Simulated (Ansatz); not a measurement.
**WSi2 under a change: biaxial strain −0.50 %, plane normal [001], relaxed out of plane**

Start from WSi$_{2}$ (space group I4/mmm, No. 139; a = 3.185 Å, c = 7.773 Å; relaxed with 0.1 eV smearing). Axes: x, y, z lie along a, b, c of the conventional cell.

The change: biaxial strain −0.50 %, plane normal [001], relaxed out of plane (Cartesian); in-plane vectors clamped, the third vector and the atoms free.

Level of theory: LDA (Ansatz, a quantum-chemistry and plane-wave program; PAW; 420 eV plane waves; spin-orbit coupling left out). Settings: 25×25×25 k-points, 0.1 eV Fermi–Dirac smearing.

The volume per atom decreases by 0.107 Å³ to 13.04 Å³ and the space group remains I4/mmm (No. 139). The shortest interatomic distance goes up by 0.0069 Å (2.571 Å → 2.577 Å) and the energy rises by 1.1 meV/atom. The pressure (mean of the normal stresses, compression positive) goes from zero to 1.8 GPa and the band gap stays zero. The out-of-plane strain amounts to +0.19 % and the mean in-plane stress (compression positive) comes out as +2.8 GPa.

No phonon test of stability was made. All final runs are without spin polarisation.
